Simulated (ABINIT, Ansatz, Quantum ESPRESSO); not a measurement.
## Code comparison for PbSe (Fm-3m, 2 atoms in the cell)

Self-consistent single point.

```xyz
2
Lattice="0.0000 3.1360 3.1360 3.1360 0.0000 3.1360 3.1360 3.1360 0.0000" Properties=species:S:1:pos:R:3 pbc="T T T"
Pb     0.0000     0.0000     0.0000
Se     3.1360     3.1360     3.1360
```

Shared settings, as Ansatz (a first-principles code) writes them: kpoints.mp_grid.grid = 5 5 5; magnetization.spin_orbit = true; scf.occupations.method = fermi_dirac; scf.occupations.width = 0.02 eV. Potentials and cutoffs stand in the table.

```
code                                                                                                       model  pressure (GPa)  cutoff
----------------  ----------------------------------------------------------------------------------------------  --------------  ------
Quantum ESPRESSO  PBE, spin-orbit coupling, PseudoDojo fully relativistic norm-conserving (PBE) pseudopotentials           -1.40   90 Ry
ABINIT             PBE, spin-orbit coupling, norm-conserving pseudopotentials (PseudoDojo nc-fr-04 PBE standard)           -1.40   43 Ha
Ansatz                                                           PBE with spin-orbit coupling, default PAW files           -1.47  420 eV
```

The spread over the programs that give each value: pressure within 0.07 GPa.

Ansatz's pressure is given at a fixed set of plane waves, as the other plane-wave codes print theirs.

This mesh misses zone-boundary points where a band edge of such crystals can lie, so no gaps are given.

The starting cell comes from a database of computed structures (which also holds hypothetical and non-ambient phases and stackings), without a prior relaxation at this level. Its lattice was rescaled by a random factor within 2.5 % of one.

Left out of this page: Elk and FLEUR (with a known weakness of the program); SIESTA (not drawn, or without a comparable value).

Keys are those of Ansatz 0.2.
